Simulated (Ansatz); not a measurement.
The reference is Ru in the hcp (Mg type) structure (space group P6_3/mmc, No. 194; a = 2.7219 Å, c = 4.2940 Å; relaxed with 0.1 eV smearing).

The values are results of PBE/PAW in Ansatz (a quantum-chemistry and plane-wave program), no spin-orbit coupling, not measurements.

Base values:

```
Item       Result
--------  -------
Pressure  0.0 GPa
```

It is then changed as follows: every lattice vector is stretched by 0.50 %, atoms relaxed at fixed cell.

What does the calculation give for the pressure after the change?

The pressure (mean of the normal stresses, compression positive) goes from zero to -4.5 GPa.

How does this affect the energy relative to the base?

The energy goes up by 3.0 meV/atom.

The cells carry an imposed strain or load. No phonon test of stability was made. The final runs are not spin-polarised.
